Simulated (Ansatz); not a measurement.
Consider Pt in the fcc (Cu type) structure (space group Fm-3m, No. 225; a = 3.940 Å).

The values are results of Ansatz (a quantum-chemistry and plane-wave program) r2SCAN, spin-orbit coupling left out, not measurements.

Before the change:

```
Item                                 Value
-----------------------------  -----------
Density                        21.18 g/cm³
Shortest interatomic distance     278.6 pm
```

Perturbation: every Pt is replaced by Au; the structure is relaxed again.

Tabulated Pauling electronegativity and covalent radius: Pt 2.28, 1.36 Å; Au 2.54, 1.36 Å.

**Question.** What does the calculation give for the density after the change?

**Answer.** The density drops by 2.53 g/cm³, from 21.18 g/cm³ to 18.65 g/cm³.

**Question.** How does this affect the shortest interatomic distance?

**Answer.** The shortest interatomic distance rises by 13.0 pm (278.6 pm → 291.6 pm).

Stability against distortions was not tested. All final runs are without spin polarisation.
